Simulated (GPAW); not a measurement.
**A short convergence ladder for Ti (P6/mmm, 3 atoms in the cell)**

```
CELL_PARAMETERS angstrom
      4.54453     0.00000     0.00000
     -2.27227     3.93568     0.00000
      0.00000     0.00000     2.81211
ATOMIC_POSITIONS crystal
  Ti 0.00000 0.00000 0.00000
  Ti 0.33333 0.66667 0.50000
  Ti 0.66667 0.33333 0.50000
```

Base method: LDA (Perdew-Wang 92), GPAW PAW datasets LDA (gpaw-data 1.0.1) (plane waves; GPAW 25.7.0).

Base settings: mode = pw; ecut = 800 eV; xc = LDA; kpts = 4 4 5; mesh shift (steps) = 0 0 0; occupations.name = fermi-dirac; occupations.width = 0.1 eV; nbands = -9; convergence.density = 1e-05 e/electron; symmetry.symmorphic = false.

Core times come from one kind of shared machine, to one figure; runs under 30 s give none.

**The force threshold of a relaxation**

On Ti (P6mm, 3 atoms in the cell): one atom moved by 0.15 angstrom.

In this ladder: optimizer = BFGS.

The mesh stays at the base's, so the ladder's end is converged at best in this setting alone.

Only quantities that move along the ladder and can be compared are tabulated.

```csv
fmax,largest force left (eV/Å),relaxation steps,core time / last (rough)
0.2 eV/Å,0.0149,2,0.6
0.1 eV/Å,0.0149,2,0.5
0.05 eV/Å,0.0149,2,0.6
0.03 eV/Å,0.0149,2,0.8
0.02 eV/Å,0.0149,2,0.7
0.01 eV/Å,0.0049,3,1
0.005 eV/Å,0.0049,3,0.5
0.002 eV/Å,0.0018,4,0.6
0.001 eV/Å,0.0009,5,1
```

Coarsest fmax that holds the largest force left within 0.005 eV/Å of the last step, with all finer ones: 0.01 eV/Å; the step before is off by 0.014 eV/Å.

On the base run: the starting cell comes from a database of computed structures (which also holds hypothetical and non-ambient phases and stackings), without a prior relaxation at this level. Its lattice was rescaled by up to half a per cent. Spin polarisation is off. In the base run, with a pressure of about -7 GPa the cell is away from its equilibrium volume at this level. Without a gap this mesh is coarse (it stands for a supercell whose shortest vector is 14 Å).
